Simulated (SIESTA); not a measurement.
Worked example: self-consistent single point of HgTe (Cmcm, 4 atoms in the cell) in SIESTA.

Method: GGA PBEsol with spin-orbit coupling, numerical atomic orbitals DZP, PseudoDojo PBEsol fully relativistic norm-conserving potentials (rewritten from UPF to PSML) in SIESTA.

```xyz
4
Lattice="3.0554 -3.5397 0.0000 3.0554 3.5397 0.0000 0.0000 0.0000 5.9199" Properties=species:S:1:pos:R:3 pbc="T T T"
Hg     3.0554     1.1111     4.4399
Hg     3.0554    -1.1111     1.4800
Te     3.0554    -2.0163     4.4399
Te     3.0554     2.0163     1.4800
```

Reference input (self-consistent single point, DFT, GGA PBEsol, numerical atomic orbitals DZP, PseudoDojo PBEsol standard norm-conserving potentials (rewritten from UPF to PSML)): XC.functional = GGA; XC.authors = PBEsol; potentials = PseudoDojo PBEsol standard; PAO.BasisSize = DZP; PAO.EnergyShift = 0.005 Ry; MeshCutoff = 300 Ry; kgrid.MonkhorstPack = 5 5 4; OccupationFunction = FD; ElectronicTemperature = 100 meV; MaxSCFIterations = 150; SCF.Mixer.Method = Pulay; SCF.Mixer.Weight = 0.25. This run's input differs from it in these lines:

```diff
@@ -1,2 +1,2 @@
-# files in the folder: Hg.psml Te.psml (PseudoDojo PBEsol standard)
+# files in the folder: Hg.psml Te.psml (PseudoDojo PBEsol fully relativistic)
 SystemName  HgTe
@@ -36,2 +36,9 @@
 ElectronicTemperature        100.0 meV
+Spin                         spin-orbit
+%block DM.InitSpin
+  1 0.00 0.00 0.00
+  2 0.00 0.00 0.00
+  3 0.00 0.00 0.00
+  4 0.00 0.00 0.00
+%endblock DM.InitSpin
```

Output (repeated stretches shortened):

```
        iscf     Eharris(eV)        E_KS(eV)     FreeEng(eV)     dDmax    Ef(eV) dHmax(eV)
   scf:    1   -14586.085926   -14692.544360   -14692.699268  0.665755 -0.879982 39.017596
     spin moment: {S} , |S| = {   -0.00000    0.00000    0.00000 }     0.00000
   scf:    2   -14787.744553   -14755.928567   -14755.986258  0.411329 -2.586050  5.964645
     spin moment: {S} , |S| = {    0.00000   -0.00000    0.00000 }     0.00000
   scf:    3   -14757.644710   -14756.789927   -14756.851031  0.094520 -2.759113  2.148419
     spin moment: {S} , |S| = {   -0.00000   -0.00000    0.00000 }     0.00000
   [... lines left out ...]
     spin moment: {S} , |S| = {   -0.00000    0.00000    0.00000 }     0.00000
   scf:    8   -14756.924481   -14756.928509   -14756.990185  0.001205 -3.063407  0.022037
     spin moment: {S} , |S| = {   -0.00000   -0.00000   -0.00000 }     0.00000
   scf:    9   -14756.929964   -14756.928511   -14756.990200  0.000491 -3.064294  0.000131
     spin moment: {S} , |S| = {    0.00000    0.00000    0.00000 }     0.00000
   scf:   10   -14756.928520   -14756.928511   -14756.990200  0.000004 -3.064307  0.000041
     spin moment: {S} , |S| = {    0.00000   -0.00000    0.00000 }     0.00000
SCF Convergence by DM+H criterion
max |DM_out - DM_in|         :     0.0000037224
max |H_out - H_in|      (eV) :     0.0000407468
SCF cycle converged after 10 iterations

Using DM_out to compute the final energy and forces

siesta: E_KS(eV) =           -14756.9285

siesta: E_KS - E_eggbox =    -14756.9285

siesta: Atomic forces (eV/Ang):
     1   -0.000000   -0.059993    0.000000
     2   -0.000000    0.059993   -0.000000
     3    0.000000    0.424834   -0.000000
     4   -0.000000   -0.424834    0.000000
   Tot   -0.000000   -0.000000    0.000000
   Max    0.424834
   Res    0.175159    sqrt( Sum f_i^2 / 3N )
   Max    0.424834    constrained

Stress tensor Voigt[x,y,z,yz,xz,xy] (kbar):       91.07       76.57       86.88        0.00       -0.00        0.00
(Free)E + p*V (eV/cell)   -14763.7710
   [... lines left out ...]
siesta: FreeEng =    -14756.990200
   [... lines left out ...]
siesta:     0.056842    0.000000   -0.000000
siesta:     0.000000    0.047792   -0.000000
siesta:    -0.000000    0.000000    0.054228

siesta: Cell volume =        128.050003 Ang**3

siesta: Pressure (static):
siesta:                Solid            Molecule  Units
siesta:          -0.00057674         -0.00052439  Ry/Bohr**3
siesta:          -0.05295421         -0.04814747  eV/Ang**3
siesta:         -84.84199596        -77.14075096  kBar
```

The run converged in 10 iterations. Against the reference run the pressure goes from -6.63 to -8.48 GPa and the largest force goes from 0.305 to 0.425 eV/Å. The full log also holds: “initDM: WARNING: atom 1 has a closed-shell and cannot be polarized”. The full log also holds: “initDM: WARNING: atom 2 has a closed-shell and cannot be polarized”.

The starting cell comes from a database of computed structures (which also holds hypothetical and non-ambient phases and stackings), without a prior relaxation at this level. Its lattice was rescaled by a random factor within 2.5 % of one. Values carry the incompleteness of an atom-centred basis. With a pressure of about -8 GPa the cell is away from its equilibrium volume at this level. The run gives no clean gap (levels at the Fermi energy touch, overlap or are partly filled at this smearing), which alone does not show that the compound is a metal.

Cost on one core of a shared machine: roughly 2 min.
